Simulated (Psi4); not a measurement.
Psi4 1.11, BP86/def2-svpd: Nb(F)3(OH)2 ([OH][Nb]([OH])([F])([F])[F]), 8 atoms. The geometry is a generated start, not checked to be a minimum at this level.

```
Quantity                                              Value
--------------------------  -------------------------------
task                                                 energy
method                                                 bp86
basis                                             def2-svpd
memory                                                 3 GB
maxiter                                                 100
keys of the molecule block                      symmetry c1
scf_type                                       df (default)
guess                        auto, which took SAD (default)
scf_initial_accelerator                     adiis (default)
e_convergence                               1e-06 (default)
d_convergence                               1e-06 (default)
dft_radial_points                              75 (default)
dft_spherical_points                          302 (default)
effective core potentials   those of the basis set, past Kr
basis functions                                         165
grid points                                          174108
```

```xyz
8

Nb    -0.0005    -0.0001    -0.0042
F      1.7465    -0.6522    -0.1230
F     -0.7227     0.4522     1.6593
F     -1.0263     0.1999    -1.5519
O     -0.6055    -1.6627     0.1876
H     -0.9415    -2.5563     0.3005
O      0.6091     1.6605    -0.1890
H      0.9410     2.5587    -0.2794
```

Charge 0 and multiplicity 1 are set for this test and not shown to be the ground state.

One run each on 2 threads. Values of diis_max_vecs tried: 3, 6, 10 (default), 20.

Q: Which value of diis_max_vecs needs the fewest SCF iterations, and what happens away from it?

A: Fewest SCF iterations, within one of each other: 6 with 12, 10 (default) with 11, 20 with 11. The count rises to 30 at 3. All converge to one solution.

| diis_max_vecs | SCF iterations | end |
|---|---|---|
| 3 | 30 | same solution |
| 6 | 12 | same solution |
| 10 (default) | 11 | same solution |
| 20 | 11 | same solution |
